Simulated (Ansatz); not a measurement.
For TiSeS (P3m1, No. 156, 3 atoms in the cell; start mp-1216698), PBEsol (Ansatz, a quantum-chemistry and plane-wave program, plane waves, PAW) gives:

- lattice constant a: 3.406 Å
- lattice parameter c: 5.879 Å
- cohesive energy: 5.33 eV/atom

Task: What does r²SCAN+rVV10 (plane waves, PAW; Ansatz) give for the same quantities?

Result: 
- lattice constant a: 3.475 Å (rises by 2.0 %)
- lattice parameter c: 5.935 Å (grows by 1.0 %)
- cohesive energy: 4.98 eV/atom (decreases by 0.35 eV/atom)

Changes are worked out from the printed values.

Unless a cell is named, each level is at its own relaxed cell (PBEsol 19.69, r²SCAN+rVV10 20.69 Å³/atom).

Caveats: the relaxation could not lower the start's symmetry, so the cell can be a saddle point above a distorted one (PBEsol, r²SCAN+rVV10). Ansatz's density-functional and Hartree–Fock values are scalar-relativistic unless marked +SOC, with PAW data made under PBE.

A start named mp-… is a Materials Project structure, which need not be a measured phase.
